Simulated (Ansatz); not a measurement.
We consider AgO (I4₁/a, No. 88, 16 atoms in the cell; start mp-1288), described by PBEsol in Ansatz (PAW).

Run with plane-wave cutoff 500 eV, 8×8×8 k mesh, Fermi–Dirac smearing 0.05 eV, no spin polarisation, scalar-relativistic PAW data made under PBE.

Cell (relaxed at this level):

```cif
data_Ag8O8
_chemical_formula_sum 'Ag8 O8'
_space_group_name_H-M_alt 'P 1'
_space_group_IT_number 1
_cell_length_a 6.65554
_cell_length_b 6.65554
_cell_length_c 6.65554
_cell_angle_alpha 119.000
_cell_angle_beta 119.000
_cell_angle_gamma 91.741
loop_
_space_group_symop_operation_xyz
  'x, y, z'
loop_
_atom_site_label
_atom_site_type_symbol
_atom_site_fract_x
_atom_site_fract_y
_atom_site_fract_z
_atom_site_occupancy
Ag1 Ag 0.37500 0.62500 0.75000 1
Ag2 Ag 0.37500 0.12500 0.75000 1
Ag3 Ag 0.87500 0.62500 0.25000 1
Ag4 Ag 0.37500 0.62500 0.25000 1
Ag5 Ag 0.87500 0.12500 0.75000 1
Ag6 Ag 0.87500 0.62500 0.75000 1
Ag7 Ag 0.37500 0.12500 0.25000 1
Ag8 Ag 0.87500 0.12500 0.25000 1
O1 O 0.67120 0.99906 0.84027 1
O2 O 0.74906 0.40879 0.82786 1
O3 O 0.15879 0.83093 0.15973 1
O4 O 0.58093 0.92120 0.17214 1
O5 O 0.07880 0.25094 0.65973 1
O6 O 0.00094 0.84121 0.67214 1
O7 O 0.59121 0.41907 0.34027 1
O8 O 0.16907 0.32880 0.32786 1
```

**Question.** Give the computed band gap.

**Answer.** 
- band gap: 0.12 eV (under three smearing widths, so not firm)

Note: the relaxation could not lower the start's symmetry, so the cell can be a saddle point above a distorted one.

Spin–orbit coupling is not included.

Computed values are for the static lattice.

A start named mp-… is a Materials Project structure, which need not be a measured phase.

Ansatz is a program for electronic structure.
